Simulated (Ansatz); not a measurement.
# What tensor shear ε_yz = −0.56 % does to As

Start from As (space group R-3m, No. 166; a = 3.745 Å, c = 9.755 Å (hexagonal axes); layered; relaxed with 0.1 eV smearing). Axes: x lies along a and z along c of the hexagonal cell.

One thing is altered: a pure shear with ε_yz = ε_zy = -0.0056, atoms relaxed at fixed cell.

Computed with PBEsol-D3(BJ) in Ansatz (plane waves to 420 eV, PAW, spin-orbit coupling left out). k-mesh 19×19×19 (Γ-centred); smearing 0.1 eV (Fermi–Dirac).

The volume per atom is nearly the same (19.75 Å³ against 19.74 Å³) and the space group becomes C2/m (No. 12) (base: R-3m (No. 166)). The shortest interatomic distance is nearly the same (2.518 Å against 2.517 Å) and the energy grows by 0.5 meV/atom. The pressure (mean of the normal stresses, compression positive) remains 0.0 GPa and the band gap stays zero. The stress (xx, yy, zz, yz, xz, xy; compression positive) is (-0.4, 0.5, 0.0, 0.8, 0.0, 0.0) GPa.

Final structure:

```
As
1.0
    1.87245     1.06285     3.24548
   -1.87245     1.06285     3.24548
    0.00000    -2.18033     3.26364
As
2
Cartesian
  0.00000  -0.00449   2.27059
  0.00000  -0.05014   7.48400
```

The cells carry an imposed strain or load. No phonon test of stability was made.

Ansatz is an electronic-structure program.
